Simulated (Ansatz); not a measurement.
The parent structure is SiC (space group P6_3mc, No. 186; a = 3.0941 Å, c = 10.1292 Å).

Perturbation: the cell is scaled by 1.0404 in all directions, atoms relaxed at fixed cell.

All numbers come from DFT with PBE, PAW potentials and a 420 eV plane-wave cutoff in Ansatz (a program for electronic structure), no spin-orbit coupling, earlier PAW set.

Base, band edges from the VBM (valence, conduction): K -1.66, 3.97; H -2.43, 3.24; M -1.12, 2.22; L -1.54, 2.63; A -0.21, 5.16; Γ 0.00, 4.95 eV.

Give the band edges at the high-symmetry points of the new zone, measured from its valence-band maximum.


```tsv
point	valence edge (eV)	conduction edge (eV)
Γ	0.00	3.97
M	-1.08	2.18
K	-1.60	3.93
A	-0.20	4.17
L	-1.46	2.54
H	-2.24	3.20
```

The gap is 2.18 eV, indirect, Γ → M.

The cells carry an imposed strain or load. Stability against distortions was not tested.
